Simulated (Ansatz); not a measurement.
Ansatz (a program for electronic structure), DFT, PBE, plane waves, its default PAW files: MoS2 sheet, 5x5, atoms displaced (Mo25S50), 75 atoms. Basis and mesh were picked for this test and aren't claimed converged.

| Property | Value |
|---|---|
| cell | 15.80, 15.80, 17.13 Å; 90, 90, 120° |
| distance to the nearest atom | 2.29 to 2.43 Å |
| task | single point |
| k mesh | 2×2×1 |
| hamiltonian.xc | pbe |
| kind of files | paw |
| scf.occupations.method | fixed |
| output.forces | true |
| memory maximum (--max-ram) | 200GiB |
| accuracy | medium (default) |
| basis.precision | auto (default) |
| basis.xc_grid | 2 (default) |
| scf.mixing.algorithm | auto (default) |
| scf.mixing.preconditioner | auto (default) |
| scf.convergence.dr2_threshold | 1e-07 (default) |
| scf.lower_state_search | light (default) |
| k-points after symmetry | 4 |
| bands at the start | 400 |
| electrons | 650 |
| plane waves at Γ | 72411 |
| cutoff (eV) | 420 |
| FFT grid | 108×108×120 |
| symmetry operations | 1 |

Hardware: Arm Neoverse V2, 96 cores on 1 socket, no SMT, 1 L3 cache group.

Each time is the median wall time of two to five repeats, run one at a time on the otherwise empty machine; start-up is included. Processes are pinned to neighbouring cores unless said otherwise. The build: release build for Arm (Neoverse V2), one process with threads; another build can shift the numbers. Scratch files lie in a memory file system.

All on 88 threads. Base settings, kept where nothing else is said: scf.eigensolver.kind = auto (default), scf.eigensolver.cushion = auto (default), scf.eigensolver.mixed_precision = false (default) (scf.eigensolver.max_subspace_factor not set). The settings tried:
- scf.eigensolver.kind = davidson, scf.eigensolver.mixed_precision = true
- scf.eigensolver.kind = davidson, scf.eigensolver.max_subspace_factor = 2
- scf.eigensolver.kind = davidson, scf.eigensolver.cushion = false
- scf.eigensolver.kind = davidson
- the base settings
- scf.eigensolver.kind = davidson, scf.eigensolver.max_subspace_factor = 6

Task: Name the extremes: fewest applications of H to a band, shortest time, and any that don't converge.

Result: Fewest applications of H to a band: the base settings (38199). Shortest time: the base settings, 11 s. No count from: scf.eigensolver.kind = davidson, scf.eigensolver.mixed_precision = true (unfinished when stopped at the time that we allowed, 85 s, after 9 SCF iterations). All the others converged. In the base run the program took: scf.mixing.algorithm MSR1, scf.mixing.preconditioner Resta, scf.eigensolver.kind band_cg, --slots 4, --kpoint-pools 1.

```tsv
setting	applications of H to a band	SCF iterations	wall time
the base settings	38199	12	11 s
scf.eigensolver.kind = davidson, scf.eigensolver.cushion = false	61923	13	26 s
scf.eigensolver.kind = davidson, scf.eigensolver.max_subspace_factor = 6	54164	12	27 s
scf.eigensolver.kind = davidson	56351	12	27 s
scf.eigensolver.kind = davidson, scf.eigensolver.max_subspace_factor = 2	64296	14	29 s
```

7 planned settings were not run, for want of time.

Keys are those of Ansatz 0.2.
